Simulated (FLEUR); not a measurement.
**Sensitivity of a calculation on Mo (Im-3m, 1 atom in the cell) to its settings**

```yaml
crystal:
  lattice:
    - [-1.60820, 1.60820, 1.60820]
    - [1.60820, -1.60820, 1.60820]
    - [1.60820, 1.60820, -1.60820]
  atoms:
    - { symbol: Mo, position: [0.00000, 0.00000, 0.00000] }
```

Base run A: LDA (Vosko-Wilk-Nusair), all-electron FLAPW (FLEUR), scalar-relativistic valence, self-consistent single point.

Its settings: Kmax = 4.1 1/bohr; GmaxXC = 16.4 1/bohr; xcFunctional = vwn; jspins = 1; l_soc = F; mode = hist; fermiSmearingEnergy = 0.00183747 Htr; mesh (inpgen div1-3) = 12 12 12; inpgen gamma flag = false; Gmax = 16.4 1/bohr; numbands = 0; maxIterBroyd = 25; imix = Anderson; alpha = 0.05; precondParam = 0; minDistance = 1e-05 me/bohr^3; ctail = T; kcrel = 0; coretail_lmax = 0; theta = 0.

The starting cell comes from a database of computed structures (which also holds hypothetical and non-ambient phases and stackings), without a prior relaxation at this level. Its lattice was rescaled by a random factor within 2.5 % of one. Spin polarisation is off. Values depend on the basis (sphere radii, cutoffs, local orbitals), which need not be converged.

ΔF is the free energy per atom less that of run A. 

Runs:
- B: fermiSmearingEnergy: 0.00183747 Htr → 0.0110248 Htr; kpt_div: 12 12 12 → 10 10 10
- C: Gmax: 16.4 1/bohr → 8.2 1/bohr; GmaxXC: 16.4 1/bohr → 8.2 1/bohr
- D: Kmax: 4.1 1/bohr → 3.43 1/bohr; Gmax: 16.4 1/bohr → 13.7 1/bohr; GmaxXC: 16.4 1/bohr → 13.7 1/bohr
- E: kpt_div: 12 12 12 → 16 16 16
- F: inpgen_options:  → -nosym
- G: gridPoints: {Mo: 849} → {Mo: 1699}; logIncrement: {Mo: 0.015} → {Mo: 0.0075}
- H: coretail_lmax: 0 → 99
- I: lnonsphr: {Mo: 8} → {Mo: 6}

```json
[
 {"run": "A", "ΔF (meV/atom)": "0.00", "k-points": "68", "basis size": "143"},
 {"run": "B", "ΔF (meV/atom)": "-115.7", "k-points": "44", "basis size": "140"},
 {"run": "C", "ΔF (meV/atom)": "0.48", "k-points": "68", "basis size": "143"},
 {"run": "D", "ΔF (meV/atom)": "69.9", "k-points": "68", "basis size": "83"},
 {"run": "E", "ΔF (meV/atom)": "-4.7", "k-points": "140", "basis size": "140"},
 {"run": "F", "ΔF (meV/atom)": "0.00", "k-points": "1728", "basis size": "143"},
 {"run": "G", "ΔF (meV/atom)": "-0.21", "k-points": "68", "basis size": "143"},
 {"run": "H", "ΔF (meV/atom)": "0.00", "k-points": "68", "basis size": "143"},
 {"run": "I", "ΔF (meV/atom)": "1.63", "k-points": "68", "basis size": "143"}
]
```

Run B against A: The free energy drops by 116 meV/atom.

Run I against A: The free energy goes up by 1.6 meV/atom.

Run D against A: The free energy goes up by 69.9 meV/atom.
